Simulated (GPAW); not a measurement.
## GPAW run on Au (P6_3/mmc, 2 atoms in the cell): self-consistent single point

Computed with PBEsol, GPAW PAW datasets PBEsol (made by gpaw-setup) (plane waves; GPAW).

The input file:

```python
from ase import Atoms
from ase.units import GPa
from gpaw import GPAW, PW, FermiDirac

atoms = Atoms(['Au', 'Au'],
              cell=[[2.900000, 0.000000, 0.000000],
                    [-1.450000, 2.511474, 0.000000],
                    [0.000000, 0.000000, 4.880000]],
              scaled_positions=[[0.333333, 0.666667, 0.750000],
                                [0.666667, 0.333333, 0.250000]],
              pbc=True)

calc = GPAW(mode=PW(550),
            xc='PBEsol',
            kpts=(9, 9, 5),
            occupations=FermiDirac(0.1),
            nbands=-6,
            symmetry={'symmorphic': False, 'tolerance': 0.0005},
            maxiter=120)

atoms.calc = calc

energy = atoms.get_potential_energy()
print('Energy (eV):', round(energy, 6))
forces = atoms.get_forces()
print('Forces (eV/Ang):')
print(forces.round(5))
stress = atoms.get_stress()
print('Stress (GPa, Voigt):', (stress / GPa).round(4))
```

The program printed (abridged):

```
Input parameters:
  kpts: [9 9 5]
  maxiter: 120
  mode: {ecut: 550.0,
         name: pw}
  nbands: -6
  occupations: {fixmagmom: False,
                name: fermi-dirac,
                width: 0.1}
  symmetry: {symmorphic: False,
             tolerance: 0.0005}
  xc: PBEsol

species:
  Au:
    name: Gold
    Z: 79.0
    valence: 11
    core: 68
    charge: 0.0
    file: Au.PBEsol.gz

    # Using partial waves for Au as LCAO basis

Reference energy: -1032911.311445  # eV

Spin-paired calculation

Convergence criteria:
 Maximum [total energy] change in last 3 cyles: 0.0005 eV / valence electron
 Maximum integral of absolute [dens]ity change: 0.0001 electrons / valence electron
 Maximum integral of absolute [eigenst]ate change: 4e-08 eV^2 / valence electron
 Maximum number of scf [iter]ations: 120

Symmetries present (total): 24
Symmetries with fractional translations: 12
405 k-points: 9 x 9 x 5 Monkhorst-Pack grid
36 k-points in the irreducible part of the Brillouin zone
       k-points in crystal coordinates                weights
   0:     0.00000000    0.00000000    0.00000000          1/405
   1:     0.00000000    0.00000000    0.20000000          2/405
   2:     0.00000000    0.00000000    0.40000000          2/405
   [... 7 lines left out ...]
          ...
  35:     0.44444444    0.44444444    0.40000000         12/405

Wave functions: Plane wave expansion
  Cutoff energy: 550.000 eV
  Number of coefficients (min, max): 1027, 1062
  Pulay-stress correction: 0.000000 eV/Ang^3 (de/decut=0.000000)

Occupation numbers: Fermi-Dirac:
  width: 0.1000  # eV

Eigensolver

Densities:
  Coarse grid: 16*16*28 grid
  Fine grid: 32*32*56 grid
  Total Charge: 0.000000

Density mixing:
  Method: separate
  Backend: pulay
  Linear mixing parameter: 0.05
  old densities: 5
  Damping of long wavelength oscillations: 50

Hamiltonian:
  XC and Coulomb potentials evaluated on a 32*32*56 grid
  External potential:
    NoExternalPotential

XC parameters: PBEsol with 2 nearest neighbor stencil

Number of atoms: 2
Number of atomic orbitals: 18
Number of bands in calculation: 17
Number of valence electrons: 22
Bands to converge: occupied

Density initialized from atomic densities
  17 bands from LCAO basis set

Atomic positions and initial magnetic moments

Positions:
   0 Au    -0.000001    1.674317    3.660000    ( 0.0000,  0.0000,  0.0000)
   1 Au     1.450001    0.837157    1.220000    ( 0.0000,  0.0000,  0.0000)

Unit cell:
           periodic     x           y           z      points  spacing
  1. axis:    yes    2.900000    0.000000    0.000000    16     0.1570
  2. axis:    yes   -1.450000    2.511474    0.000000    16     0.1570
  3. axis:    yes    0.000000    0.000000    4.880000    28     0.1743

  Lengths:   2.900000   2.900000   4.880000
  Angles:   90.000000  90.000000 119.999997

Effective grid spacing dv^(1/3) = 0.1705

     iter     time        total  log10-change:
                         energy   eigst   dens
iter:   1 --:--:--    -8.329469
iter:   2 --:--:--    -8.209527   -2.03  -1.30
iter:   3 --:--:--    -7.827995   -1.19  -1.33
iter:   4 --:--:--    -7.700983   -2.48  -1.75
iter:   5 --:--:--    -7.730635   -2.22  -2.04
iter:   6 --:--:--    -7.689824   -2.81  -1.98
iter:   7 --:--:--    -7.689412   -4.46  -2.80
iter:   8 --:--:--    -7.689588c  -4.26  -3.00
iter:   9 --:--:--    -7.689282c  -5.02  -3.04
iter:  10 --:--:--    -7.689281c  -6.98  -3.84
iter:  11 --:--:--    -7.689277c  -7.07  -3.89
iter:  12 --:--:--    -7.689275c  -7.52c -4.06c

Converged after 12 iterations.

Dipole moment: (0.000000, -0.000000, -0.000000) |e|*Ang

Energy contributions relative to reference atoms: (reference = -1032911.311445)

Kinetic:        -25.361729
Potential:      +21.351464
External:        +0.000000
XC:              -3.962533
Entropy (-ST):   -0.007020
Local:           +0.287032
SIC:             +0.000000
--------------------------
Free energy:     -7.692785
Extrapolated:    -7.689275

Showing only first 2 kpts
 Kpt  Band  Eigenvalues  Occupancy
  0     9      6.92547    2.00000
  0    10      6.92548    2.00000
  0    11      8.01324    1.99993
  0    12     11.54280    0.00000

  1     9      6.44502    2.00000
  1    10      6.87215    2.00000
  1    11      6.87216    2.00000
  1    12     13.75461    0.00000

Fermi level: 9.04207

No gap
No difference between direct/indirect transitions
Energy (eV): -7.689275

Forces in eV/Ang:
  0 Au    0.00000   -0.00000   -0.00000
  1 Au    0.00000    0.00000    0.00000

Stress tensor:
     0.025249     0.000000     0.000000
     0.000000     0.025249    -0.000000
     0.000000    -0.000000     0.031384
Stress (GPa, Voigt): [ 4.0453  4.0453  5.0282 -0.      0.      0.    ]
```

The run converged in 12 iterations. GPAW prints stress with tension positive.

The starting cell comes from a database of published, mostly measured structures (it also holds non-ambient and calculated ones), without a prior relaxation at this level. Spin-orbit coupling is off. With a pressure of about -4 GPa the cell is away from its equilibrium volume at this level.
